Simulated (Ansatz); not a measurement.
We consider CsCl-type AuZn (cubic form, which distorts at low temperature), described by r²SCAN (Ansatz, a program for electronic structure, PAW).

Run with plane-wave cutoff 560 eV, 18×18×18 k mesh, Fermi–Dirac smearing 0.05 eV, scalar-relativistic PAW data made under PBE.

Pressure at four volumes; x = ln(V/15.611 Å³). One pressure is withheld.

| V (Å³/atom) | x | P (GPa) |
|---|---|---|
| 14.674 | -0.0619 | ? |
| 14.987 | -0.0408 | 6.18 |
| 15.611 | 0.0000 | 0.00 |
| 16.548 | 0.0583 | -6.73 |

**Question.** Pass a parabola P(x) through the three rows shown, estimate the bulk modulus and its pressure derivative near zero pressure, and predict the withheld pressure.

**Answer.** Slopes between the rows: (0.00 − (6.18))/(0.0000 − (-0.0408)) = -151.47 and (-6.73 − (0.00))/(0.0583 − (0.0000)) = -115.44 GPa. Their difference over the span 0.0991 is c = 36.03/0.0991 = 363.6 GPa, so P(x) = 6.18 + (-151.47)(x − (-0.0408)) + 363.6 (x − (-0.0408))(x − (0.0000)). At the middle row B = −dP/dx = −[-151.47 + 363.6 × 0.0408] = 136.6 GPa, and B′ = dB/dP = 2c/B = 5.3. At x = -0.0619 the parabola gives 9.85 GPa; the run gives 9.91 GPa. The Birch–Murnaghan fit to the energies at all volumes has B0 = 135 GPa and B′ = 5.4.

Measured, for comparison: bulk modulus 131 GPa (temperature not stated, no zero-point or thermal correction; as tabulated in Nepal et al. (2020), arXiv:2007.11150). Computed less measured: bulk modulus +3.1 %. A static lattice is as a rule a little smaller and stiffer than an uncorrected measurement, which can account for part of this in the bulk modulus.

Note: symmetry holds this phase in the static calculation, where it need not be a minimum.

Spin–orbit coupling is not included; it can shift volumes and moduli of such heavy elements.
